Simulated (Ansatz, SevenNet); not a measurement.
Cubic perovskite CsPbBr₃ (cubic high-temperature phase): bulk modulus B0 by level of theory

No measured value is used here.

```json
[
 {"level (code)": "SevenNet-0 (SevenNet)", "value (GPa)": "20.7", "cell (Å³/atom)": "43.37"},
 {"level (code)": "LDA (Ansatz)", "value (GPa)": "25.4", "cell (Å³/atom)": "38.42"},
 {"level (code)": "PBE (Ansatz)", "value (GPa)": "18.5", "cell (Å³/atom)": "43.26"},
 {"level (code)": "PBE+SOC (Ansatz)", "value (GPa)": "18.3", "cell (Å³/atom)": "43.11"},
 {"level (code)": "PBEsol (Ansatz)", "value (GPa)": "21.5", "cell (Å³/atom)": "40.50"},
 {"level (code)": "PBEsol+SOC (Ansatz)", "value (GPa)": "21.2", "cell (Å³/atom)": "40.31"},
 {"level (code)": "r²SCAN+SOC (Ansatz)", "value (GPa)": "21.1", "cell (Å³/atom)": "41.69"},
 {"level (code)": "HSE06 (Ansatz)", "value (GPa)": "19.8", "cell (Å³/atom)": "42.58"},
 {"level (code)": "PBE0 (Ansatz)", "value (GPa)": "19.9", "cell (Å³/atom)": "42.56"}
]
```

Density-functional levels without +SOC have no spin–orbit coupling. SevenNet-0, LDA, PBE, PBE+SOC, PBEsol, PBEsol+SOC, r²SCAN+SOC, HSE06, PBE0: the relaxation could not lower the start's symmetry, so the cell can be a saddle point above a distorted one. Each level is taken at its own relaxed cell. Cutoffs and k meshes differ between the levels. Ansatz's density-functional and Hartree–Fock values are scalar-relativistic unless marked +SOC, with PAW data made under PBE.

Machine-learned potentials (SevenNet-0) are trained on DFT data, which may include these solids.

Ansatz is a first-principles code.
